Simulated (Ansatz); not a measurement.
Band structure of As (R-3m, 2 atoms in the cell).

```
CELL_PARAMETERS angstrom
      1.85038     1.06831     3.65099
     -1.85038     1.06831     3.65099
      0.00000    -2.13663     3.65099
ATOMIC_POSITIONS crystal
  As 0.22443 0.22443 0.22443
  As 0.77557 0.77557 0.77557
```

Computed with PBE (plane waves, PAW; Ansatz, a first-principles code).

Settings: kpoints.mp_grid.grid = 9 9 9; hamiltonian.xc = pbe; hamiltonian.pseudopotentials = {kind: paw} (the program's default PAW files); scf.occupations.method = fermi_dirac; scf.occupations.width = 0.0073 Ry; kpoints.band_path.path = [[0.0, 0.0, 0.0], [0.5, 0.0, 0.0], [0.5, 0.22374675, -0.22374675]]; kpoints.band_path.npoints = 8.

The starting cell comes from a database of computed structures (which also holds hypothetical and non-ambient phases and stackings), without a prior relaxation at this level. Its lattice was rescaled by a random factor within 2.5 % of one.

Levels in eV from the Fermi level, bands 12 to 18:
```
point      12     13     14     15     16    17    18
-----  ------  -----  -----  -----  -----  ----  ----
Γ       -6.13  -2.90  -2.02  -2.02   1.36  2.72  2.72
L      -11.16  -3.32  -3.11  -0.67  -0.37  0.20  1.60
B1     -10.79  -6.06  -5.35  -1.79   1.22  5.03  5.39
```

Bands cross the Fermi level along this path, so the cell is metallic at this level.

Keys are those of Ansatz 0.2.
